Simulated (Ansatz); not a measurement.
Start from Pb in the fcc (Cu type) structure (space group Fm-3m, No. 225; a = 4.934 Å; relaxed with 0.1 eV smearing).

Calculations: Kohn–Sham DFT with the PBEsol functional, run in Ansatz (a quantum-chemistry and plane-wave program) with PAW and 420 eV plane waves, no spin-orbit coupling.

Before the change:

The pressure comes out as 0.0 GPa. The band gap is zero.

It is then changed as follows: every lattice vector is stretched by 3.00 %; the atoms relax in the strained cell.

Q: What does the calculation give for the pressure, energy relative to the base and band gap after the change?

A: The pressure goes from zero to -3.4 GPa; the energy increases by 32 meV/atom; the band gap remains zero.

No phonon test of stability was made.
